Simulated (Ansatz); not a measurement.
Base system: BeTe in the zinc blende structure (space group F-43m, No. 216; a = 5.657 Å). Axes: x, y, z lie along the cube axes.

Level of theory: Ansatz (a quantum-chemistry and plane-wave program), r2SCAN, PAW, cutoff 500 eV, no SOC.

Base values:

| Quantity | Result |
|---|---|
| Shortest interatomic distance | 2.449 Å |
| Electron mass | 2.1 mₑ along k, 0.25 mₑ across (at X) |
| Band gap | 2.37 eV |
| Valence-band top at Γ | 0.00, 0.00, 0.00 eV |

One thing is altered: uniaxial strain ε_zz = +1.00 %, all other strain components held at zero, atoms relaxed at fixed cell.

Q: Predict the new shortest interatomic distance.

A: The shortest interatomic distance increases by 0.0082 Å (2.449 Å → 2.458 Å).

Q: What happens to the energy relative to the base?

A: The energy goes up by 0.7 meV/atom.

Q: What happens to the electron mass?

A: The electron mass goes from 2.1 mₑ along k, 0.25 mₑ across (at X) to 2.2 mₑ along k, 0.25 mₑ across (at X).

Q: Predict the new band gap.

A: The band gap decreases by 0.018 eV to 2.36 eV.

Q: Predict the new valence-band top at Γ.

A: The valence-band top at Γ (three highest levels, from the VBM) changes from 0.00, 0.00, 0.00 eV to 0.00, 0.00, -0.06 eV.

With Te present, leaving out spin-orbit coupling can change the band edges. Effective masses come from finite differences of ±0.01 Å⁻¹. Along k means along the line from Γ to the band edge. No phonon test of stability was made.
